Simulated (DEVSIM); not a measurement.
Structure: Schottky contact on n-type Si, at 250 K.

```csv
layer (left to right),material,thickness (μm),Nd (cm⁻³),τn (s),τp (s)
1,Si,0.570,3.9e15,1.4e-6,1.4e-6
```

Left contact: Schottky, work function 4.46 eV, emission velocity 6.1e6 cm/s. Right contact: ohmic. Voltage is applied to the left contact. Recombination: SRH at mid-gap. Mobility is μmin + (μ − μmin)/(1 + (N/Nref)^α).

This is a model device: material constants are rounded textbook-type values typed into the input, and sizes, dopings and lifetimes were drawn at random. Values at 300 K; Nc and Nv go as T^1.5, mobilities as T to minus their exponent, the gap by Varshni's rule with the affinity fixed.

| parameter | Si |
|---|---|
| gap (eV) | 1.124 |
| affinity (eV) | 4.05 |
| permittivity | 11.7 |
| Nc (cm⁻³) | 2.86e19 |
| Nv (cm⁻³) | 3.1e19 |
| μn (cm²/Vs) | 1417 |
| μp (cm²/Vs) | 470 |
| μn,min | 52 |
| μp,min | 45 |
| Nref,n | 9.7e16 |
| Nref,p | 2.2e17 |
| αn | 0.68 |
| αp | 0.72 |
| T exponent of μn | 2.3 |
| T exponent of μp | 2.2 |
| Varshni α (eV/K) | 0.000473 |
| Varshni β (K) | 636 |

DEVSIM, 1D drift-diffusion, Boltzmann statistics, complete ionisation; no tunnelling, impact ionisation, image-force lowering or self-heating. Metal contacts follow the ideal Schottky-Mott rule: no Fermi-level pinning, no interface dipoles.

Tabulate band edges, carrier densities and field at zero bias.

Energies count from the Fermi level of the right contact; mesh points crowd at the junctions.

```tsv
x (μm)	Ec (eV)	Ev (eV)	n (cm⁻³)	p (cm⁻³)	field (V/cm)
0.000	0.410	-0.726	1.2e11	54000	-16000
0.006600	0.400	-0.736	1.9e11	34000	-15000
0.01486	0.387	-0.749	3.4e11	19000	-15000
0.02330	0.375	-0.761	5.9e11	11000	-14000
0.04055	0.352	-0.785	1.8e12	3600	-13000
0.05732	0.330	-0.806	4.8e12	1300	-12000
0.07830	0.306	-0.830	1.5e13	440	-11000
0.1147	0.270	-0.866	7.7e13	< 1e2	-8700
0.1436	0.247	-0.889	2.2e14	< 1e2	-7100
0.1862	0.222	-0.914	7.2e14	< 1e2	-4800
0.2395	0.203	-0.933	1.7e15	< 1e2	-2600
0.3180	0.191	-0.945	3.1e15	< 1e2	-830
0.3738	0.188	-0.948	3.5e15	< 1e2	-340
0.4184	0.187	-0.949	3.7e15	< 1e2	-170
0.4593	0.186	-0.950	3.8e15	< 1e2	-86
0.4868	0.186	-0.950	3.8e15	< 1e2	-56
0.5088	0.186	-0.950	3.9e15	< 1e2	-41
0.5263	0.186	-0.950	3.9e15	< 1e2	-34
0.5444	0.186	-0.950	3.9e15	< 1e2	-29
0.5532	0.186	-0.950	3.9e15	< 1e2	-27
0.5618	0.186	-0.950	3.9e15	< 1e2	-27
0.5700	0.186	-0.950	3.9e15	< 1e2	-26
```
